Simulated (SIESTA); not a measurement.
A self-consistent single point of Zr4CuNi (I422, 6 atoms in the cell) with SIESTA.

Method: GGA PBEsol, numerical atomic orbitals DZP, PseudoDojo PBEsol standard norm-conserving potentials (rewritten from UPF to PSML) (SIESTA).

The change in words: lattice scaled by 0.98. Reference geometry:
```xyz
6
Lattice="-3.2951 3.2951 2.6038 3.2951 -3.2951 2.6038 3.2951 3.2951 -2.6038" Properties=species:S:1:pos:R:3 pbc="T T T"
Zr     4.3574     1.0623     1.3019
Zr    -1.0623     4.3574     1.3019
Zr     2.2328    -1.0623     1.3019
Zr     1.0623     2.2328     1.3019
Cu     0.0000     0.0000     2.6038
Ni     0.0000     0.0000     0.0000
```

Reference input (self-consistent single point, DFT, GGA PBEsol, numerical atomic orbitals DZP, PseudoDojo PBEsol standard norm-conserving potentials (rewritten from UPF to PSML)): XC.functional = GGA; XC.authors = PBEsol; potentials = PseudoDojo PBEsol standard; PAO.BasisSize = DZP; PAO.EnergyShift = 0.01 Ry; MeshCutoff = 400 Ry; kgrid.MonkhorstPack = 5 5 5; OccupationFunction = MP; OccupationMPOrder = 0; ElectronicTemperature = 136 meV; MaxSCFIterations = 150; SCF.Mixer.Method = Pulay. This run's input differs from it in these lines:

```diff
@@ -11,7 +11,7 @@
 %endblock ChemicalSpeciesLabel
-LatticeConstant              5.338125 Ang
+LatticeConstant              5.231362 Ang
 %block LatticeVectors
-    -0.617279475    0.617279475    0.487782695
-     0.617279475   -0.617279475    0.487782695
-     0.617279475    0.617279475   -0.487782695
+    -0.617279592    0.617279592    0.487782723
+     0.617279592   -0.617279592    0.487782723
+     0.617279592    0.617279592   -0.487782723
 %endblock LatticeVectors
@@ -19,7 +19,7 @@
 %block AtomicCoordinatesAndAtomicSpecies
-     8.234281605    2.007416706    2.460276960  1
-    -2.007416706    8.234281605    2.460276960  1
-     4.219448193   -2.007416706    2.460276960  1
-     2.007416706    4.219448193    2.460276960  1
-     0.000000000    0.000000000    4.920553921  2
+     8.069596723    1.967268555    2.411071327  1
+    -1.967268555    8.069596723    2.411071327  1
+     4.135059613   -1.967268555    2.411071327  1
+     1.967268555    4.135059613    2.411071327  1
+     0.000000000    0.000000000    4.822142654  2
      0.000000000    0.000000000    0.000000000  3
```

Output (repeated stretches shortened):

```
        iscf     Eharris(eV)        E_KS(eV)     FreeEng(eV)     dDmax    Ef(eV) dHmax(eV)
   scf:    1   -13149.901568   -14553.353752   -14553.411088  1.861859 -2.689615178.548344
   scf:    2   -14575.525852   -15116.446430   -15116.514926  2.748394 -3.937289 69.562049
   scf:    3   -15220.003115   -15186.925166   -15186.988003  1.564144 -4.396535 45.920482
   scf:    4   -15201.629302   -15195.687763   -15195.758670  0.335734 -4.560749 38.581577
   scf:    5   -15220.179766   -15217.661570   -15217.700882  0.761696 -4.752931 11.822067
   [... 10 lines left out ...]
   scf:   16   -15220.675629   -15220.675552   -15220.714081  0.000170 -4.939820  0.102559
   scf:   17   -15220.675783   -15220.675702   -15220.714247  0.000499 -4.939744  0.034742
   scf:   18   -15220.675714   -15220.675717   -15220.714269  0.000256 -4.939715  0.000481
   scf:   19   -15220.675717   -15220.675717   -15220.714269  0.000004 -4.939707  0.000056
SCF Convergence by DM+H criterion
max |DM_out - DM_in|         :     0.0000043101
max |H_out - H_in|      (eV) :     0.0000555352
SCF cycle converged after 19 iterations

Using DM_out to compute the final energy and forces

siesta: E_KS(eV) =           -15220.6757

siesta: E_KS - E_eggbox =    -15220.6757

siesta: Atomic forces (eV/Ang):
     1   -0.100540   -0.102015   -0.003336
     2    0.099659   -0.099659    0.000000
     3    0.102015    0.100540    0.003336
     4   -0.099782    0.099782    0.000000
     5    0.000058   -0.000058    0.000000
     6    0.000448   -0.000448   -0.000000
   Tot    0.001858   -0.001858    0.000000
   Max    0.102015
   Res    0.067012    sqrt( Sum f_i^2 / 3N )
   Max    0.102015    constrained

   [... lines left out ...]
siesta: FreeEng =    -15220.714269
siesta: Cell volume =        106.437475 Ang**3
siesta:          -6.88718417         -2.71344676  kBar
   [... lines left out ...]
              0.340   1.751   1.807   1.714   1.807   1.776  -0.096  -0.091

             -0.100  -0.091  -0.087

mulliken: Qtot =       85.000

Mulliken Atomic Populations:
Atom #   charge [q] valence [e]  Species
     1    -0.095098   12.095098  Zr
     2    -0.095122   12.095122  Zr
     3    -0.095098   12.095098  Zr
     4    -0.095159   12.095159  Zr
     5     0.081260   18.918740  Cu
     6     0.299218   17.700782  Ni
 Total    -0.000000
```

The run converged in 19 iterations. Against the reference run the free energy goes down by 30.4 meV/atom, the pressure goes from -7.63 to -0.69 GPa and the largest force goes from 0.075 to 0.143 eV/Å.

The starting cell comes from a database of computed structures (which also holds hypothetical and non-ambient phases and stackings), without a prior relaxation at this level. For this run, on top of that: lattice scaled by 0.98. Spin polarisation is off. Values carry the incompleteness of an atom-centred basis.

Cost on one core of a shared machine: roughly 70 s.
